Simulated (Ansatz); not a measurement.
# PtS: response to strain

Consider PtS (space group P4_2/mmc, No. 131; a = 3.475 Å, c = 6.067 Å).

Strains are applied to the cell and any free atomic positions relax.

The values are results of PBEsol in Ansatz (plane waves to 420 eV, PAW, no SOC), not measurements.

Notes on the quantities. energy relative to the base: free energy F; pressure: mean of the normal stresses, compression positive.

| change | volume per atom | energy relative to the base | pressure |
|---|---|---|---|
| base | 18.32 Å³ | 0 meV/atom | -0.01 GPa |
| isotropic strain −3.00 % | 16.72 Å³ | +83 meV/atom | 18.29 GPa |
| isotropic strain −2.40 % | 17.03 Å³ | +52 meV/atom | 13.94 GPa |
| isotropic strain −1.80 % | 17.35 Å³ | +29 meV/atom | 9.95 GPa |
| isotropic strain −1.20 % | 17.67 Å³ | +12 meV/atom | 6.32 GPa |
| isotropic strain −0.60 % | 17.99 Å³ | +3.0 meV/atom | 3.01 GPa |

Whether these cells are dynamically stable was not tested.

Ansatz is a first-principles code.
